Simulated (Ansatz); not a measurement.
Consider SiSe₂ (space group Ibam, No. 72; a = 6.6149 Å, b = 11.2691 Å, c = 5.9326 Å; made of chains).

All numbers come from PBE, PAW, 420 eV (Ansatz, a quantum-chemistry and plane-wave program; no spin-orbit coupling).

Carriers are added at fixed cell with a uniform background; the Fermi–Dirac width is that of 300 K.

One change was made to it. Results:

```csv
quantity,base,after
Fermi level relative to the doped band's edge (positive inside the band; to 0.05 eV),–,+0.45 eV
gap between the host's bands,2.22 eV,2.55 eV
```

**Question.** Which change produced these results?
A. electrons 3.0×10^21 cm⁻³
B. holes 7.0×10^21 cm⁻³
C. electrons 2.0×10^21 cm⁻³
D. holes 3.0×10^21 cm⁻³

**Answer.** B, holes 7.0×10^21 cm⁻³. For comparison, the gap between the host's bands in the other runs: holes 3.0×10^21 cm⁻³ gives 2.39 eV; electrons 2.0×10^21 cm⁻³ gives 2.11 eV; electrons 3.0×10^21 cm⁻³ gives 2.05 eV.

Carriers are added with a uniform compensating background; total energy and stress of such cells depend on the potential's zero and are not compared; many-body gap narrowing is missing at this level. Stability against distortions was not tested. No dispersion term is included, though the crystal is made of layers, chains or molecules, so its spacings can come out too wide.
